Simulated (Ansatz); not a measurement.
## How the volume per atom of TaC (model structure, started from the NiAs type, P6₃/mmc, No. 194, 4 atoms in the cell) moves with the method

No measured value is used here.

```
level (code)         value (Å³/atom)
-------------------  ---------------
PBE (Ansatz)                     ___
PBEsol (Ansatz)                11.52
PBE-D3(BJ) (Ansatz)            11.57
```

Question: Some entries are withheld; supply them.

Answer: 
- PBE (Ansatz, a quantum-chemistry and plane-wave program), value (Å³/atom): 11.81

Density-functional levels without +SOC have no spin–orbit coupling. Ansatz's density-functional and Hartree–Fock values are scalar-relativistic unless marked +SOC, with PAW data made under PBE.

A model structure was made by putting elements into a prototype or built by hand; it is no filed structure, need not be a known phase, and can be a saddle point held by its symmetry.
